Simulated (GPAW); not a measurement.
A self-consistent single point of Cs (Im-3m, 1 atom in the cell) with GPAW.

Computed with PBE, GPAW PAW datasets PBE (gpaw-data 1.0.1) (plane waves; GPAW).

The change in words: lattice scaled by 0.98. Reference geometry:
```
Cs
1.0
   -3.05549     3.05549     3.05549
    3.05549    -3.05549     3.05549
    3.05549     3.05549    -3.05549
Cs
1
Cartesian
  0.00000   0.00000   0.00000
```

Reference input (self-consistent single point, DFT PBE, plane waves, GPAW PAW datasets PBE (gpaw-data 1.0.1)): mode = pw; ecut = 550 eV; xc = PBE; kpts = 5 5 5; mesh shift (steps) = 0 0 0; occupations.name = fermi-dirac; occupations.width = 0.136 eV; nbands = -5; convergence.forces = 0.001 eV/Å; symmetry.symmorphic = false; symmetry.tolerance = 0.0005; maxiter = 120. This run's input differs from it in these lines:

```diff
@@ -5,5 +5,5 @@
 atoms = Atoms(['Cs'],
-              cell=[[-3.055490, 3.055490, 3.055490],
-                    [3.055490, -3.055490, 3.055490],
-                    [3.055490, 3.055490, -3.055490]],
+              cell=[[-2.994380, 2.994380, 2.994380],
+                    [2.994380, -2.994380, 2.994380],
+                    [2.994380, 2.994380, -2.994380]],
               scaled_positions=[[0.000000, 0.000000, 0.000000]],
```

The program printed (abridged):

```
     iter     time        total  log10-change:
                         energy   eigst   dens  force
iter:   1 --:--:--    -1.189214
iter:   2 --:--:--    -1.146166   -2.07  -1.01
iter:   3 --:--:--    -0.835176   -1.62  -1.06
iter:   4 --:--:--    -0.836967   -3.22  -1.69
iter:   5 --:--:--    -0.860028   -2.81  -1.70
iter:   6 --:--:--    -0.831212   -2.77  -1.60
iter:   7 --:--:--    -0.830717   -3.92  -2.29
iter:   8 --:--:--    -0.830863c  -5.10  -2.52
iter:   9 --:--:--    -0.830648c  -4.05  -2.46
iter:  10 --:--:--    -0.830600c  -5.57  -2.80
iter:  11 --:--:--    -0.830600c  -6.68  -3.74
iter:  12 --:--:--    -0.830600c  -6.92  -3.86
iter:  13 --:--:--    -0.830600c  -7.88c -3.83
iter:  14 --:--:--    -0.830600c  -8.66c -4.19c
iter:  15 --:--:--    -0.830601c  -7.86c -4.03c -22.67c
Converged after 15 iterations.

Dipole moment: (-0.000000, -0.000000, 0.000000) |e|*Ang

Energy contributions relative to reference atoms: (reference = -211800.076486)

Kinetic:         +0.959344
Potential:       -0.616003
External:        +0.000000
XC:              -1.131088
Entropy (-ST):   -0.066174
Local:           -0.009767
SIC:             +0.000000
--------------------------
Free energy:     -0.863687
Extrapolated:    -0.830601

Showing only first 2 kpts
 Kpt  Band  Eigenvalues  Occupancy
  0     2     -8.30690    2.00000
  0     3     -8.30690    2.00000
  0     4      0.50870    1.99999
  0     5      4.78862    0.00000

  1     2     -8.32665    2.00000
  1     3     -8.30708    2.00000
  1     4      0.96329    1.99984
  1     5      4.25443    0.00000

Fermi level: 2.24982

No gap
No difference between direct/indirect transitions
Energy (eV): -0.830601

Forces in eV/Ang:
  0 Cs    0.00000    0.00000   -0.00000

Stress tensor:
    -0.001148    -0.000000     0.000000
    -0.000000    -0.001148     0.000000
     0.000000     0.000000    -0.001148
Stress (GPa, Voigt): [-0.1839 -0.1839 -0.1839  0.      0.     -0.    ]
```

The run converged in 15 iterations. GPAW prints stress with tension positive. Against the reference run the free energy goes up by 4.6 meV/atom and the pressure goes from 0.05 to 0.18 GPa.

The starting cell has typed, rounded lattice constants, without a prior relaxation at this level. Its lattice was rescaled by a random factor within 2.5 % of one. For this run, on top of that: lattice scaled by 0.98.
